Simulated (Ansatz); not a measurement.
**Ni2Si: Si → Be**

Start from Ni2Si (space group Pnma, No. 62; a = 4.938 Å, b = 3.696 Å, c = 7.008 Å; non-magnetic).

Modification: every Si is replaced by Be; the structure is relaxed again.

The values are results of r2SCAN (Ansatz, a first-principles code, PAW, no spin-orbit coupling), not measurements. Settings: 8×11×6 k-points, 0.05 eV Fermi–Dirac smearing, for the changed cell.

| quantity | base | changed | shift |
|---|---|---|---|
| volume per atom | 10.66 Å³ | 9.33 Å³ | -1.322 Å³ |
| density | 7.56 g/cm³ | 7.50 g/cm³ | -0.06 g/cm³ |
| space group | Pnma (No. 62) | Pnma (No. 62) | – |
| band gap | zero | zero | – |
| magnetic state | non-magnetic | weakly magnetic (sensitive to the mesh) | – |
| largest site moment | 0.00 μB | 0.18 μB | +0.18 μB |

The magnetic state is the one reached from the starting moments; the real material's order can differ, and small cells can't hold many antiferromagnetic ones. Whether these cells are dynamically stable was not tested. Seeded moments were not kept for Si → Be and the base. Spin-polarised in the final run: BeNi2; the other runs are not.
